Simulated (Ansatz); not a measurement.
System: CsH (Pm-3m, No. 221, 2 atoms in the cell; start mp-632319; a measured phase of this formula has another space group). Method: r²SCAN (PAW; Ansatz, a program for electronic structure).

Run with plane-wave cutoff 500 eV, 10×10×10 k mesh, Fermi–Dirac smearing 0.05 eV, scalar-relativistic PAW data made under PBE.

Cell (relaxed at this level):

Space group Pm-3m (No. 221); a = b = c = 3.8162 Å, α = β = γ = 90.00°

```csv
atom,site,symmetry,x,y,z
Cs,1a,m-3m,0.0000,0.0000,0.0000
H,1b,m-3m,0.5000,0.5000,0.5000
```

**Question.** Give the computed band gap.

**Answer.** 
- band gap: 3.18 eV (on the SCF k mesh)

Note: the relaxation could not lower the start's symmetry, so the cell can be a saddle point above a distorted one.

Spin–orbit coupling is not included.

A start named mp-… is a Materials Project structure, which need not be a measured phase.
